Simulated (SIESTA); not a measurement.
Several settings converged on a (100) slab of YSi2Rh3 (cut from a parent of space group no. 191; 6 atoms in the cell)

```yaml
crystal:
  lattice:
    - [5.45552, 0.00000, 0.00000]
    - [0.00000, 3.59293, 0.00000]
    - [0.00000, 0.00000, 17.14980]
  atoms:
    - { symbol: Y, position: [0.60567, 0.00000, 0.59183] }
    - { symbol: Si, position: [0.10567, 0.00000, 0.50000] }
    - { symbol: Si, position: [0.60567, 0.00000, 0.40817] }
    - { symbol: Rh, position: [0.10567, 0.50000, 0.59183] }
    - { symbol: Rh, position: [0.85567, 0.50000, 0.45408] }
    - { symbol: Rh, position: [0.35567, 0.50000, 0.45408] }
```

Base method: GGA PBEsol, numerical atomic orbitals TZP, PseudoDojo PBEsol standard norm-conserving potentials (rewritten from UPF to PSML) in SIESTA.

Base settings: XC.functional = GGA; XC.authors = PBEsol; potentials = PseudoDojo PBEsol standard; PAO.BasisSize = TZP; PAO.EnergyShift = 0.01 Ry; MeshCutoff = 300 Ry; kgrid.MonkhorstPack = 3 4 1; OccupationFunction = FD; ElectronicTemperature = 1160.45 K; MaxSCFIterations = 150.

**The vacuum with a dipole correction**

In this ladder: Slab.DipoleCorrection = vacuum.

The mesh stays at the base's, so the ladder's end is converged at best in this setting alone.

Only quantities that move along the ladder and can be compared are tabulated; forces are left out, as grid noise moves with the cell.

| vacuum between outermost atoms (Å) | free energy less the last step's (meV/atom) |
|---|---|
| 6.0 | -2.78 |
| 8.0 | -1.53 |
| 10.0 | 0.02 |
| 14.0 | -0.03 |
| 20.0 | 0.00 |

Smallest vacuum between outermost atoms (Å) that holds the free energy within 2 meV/atom of the last step, with all finer ones: 8.0; the step before is off by 2.8 meV/atom.

**The cutoff of the real-space grid**

The mesh stays at the base's, so the ladder's end is converged at best in this setting alone.

Only quantities that move along the ladder and can be compared are tabulated.

| MeshCutoff | free energy less the last step's (meV/atom) | largest difference of a force vector from the last step's (eV/Å) |
|---|---|---|
| 150 Ry (154 Ry used) | -2.23 | 0.011 |
| 180 Ry (193 Ry used) | -1.74 | 0.010 |
| 210 Ry (211 Ry used) | -1.40 | 0.009 |
| 255 Ry (271 Ry used) | -0.68 | 0.010 |
| 300 Ry (304 Ry used) | -0.49 | 0.005 |
| 360 Ry (376 Ry used) | -0.22 | 0.003 |
| 450 Ry (481 Ry used) | -0.07 | 0.003 |
| 600 Ry (616 Ry used) | 0.00 | 0.000 |

Coarsest MeshCutoff that holds the free energy within 2 meV/atom of the last step, with all finer ones: 180 Ry (193 Ry used); the step before is off by 2.2 meV/atom.

Coarsest MeshCutoff that holds the forces within 0.005 eV/Å: not settled: the last two steps still differ by 0.003 eV/Å, over half the tolerance, so the ladder does not show it.

On the base run: the starting cell comes from a database of computed structures (which also holds hypothetical and non-ambient phases and stackings), without a prior relaxation at this level. The slab is cut from that crystal, and its faces are unrelaxed. Its lattice was rescaled by up to half a per cent. Spin polarisation is off. Values carry the incompleteness of an atom-centred basis. In the base run, forces exceed 1 eV/Å. Without a gap this mesh is coarse (it stands for a supercell whose shortest in-plane vector is 14 Å).
